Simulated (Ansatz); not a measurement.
```
SnO2
1.0
    4.85502     0.00000     0.00000
    0.00000     4.85502     0.00000
    0.00000     0.00000     3.26982
Sn O
2 4
Direct
  0.00000   0.00000   0.00000
  0.50000   0.50000   0.50000
  0.30766   0.30766   0.00000
  0.80766   0.19234   0.50000
  0.19234   0.80766   0.50000
  0.69234   0.69234   0.00000
```

No spin polarisation.

Computed with PBEsol (Ansatz, an electronic-structure program, PAW, no SOC). k-mesh 7×7×10 (Γ-centred); smearing 0.05 eV (Fermi–Dirac).

Predict the pressure and gap character.


- Pressure (mean of the normal stresses, compression positive) = -9.14 GPa
- Gap character = direct at Γ

The cells carry an imposed strain or load. No phonon test of stability was made. The cell was made from SnO2 in the rutile structure (space group P4_2/mnm, No. 136) by this change: isotropic strain +1.80 %.
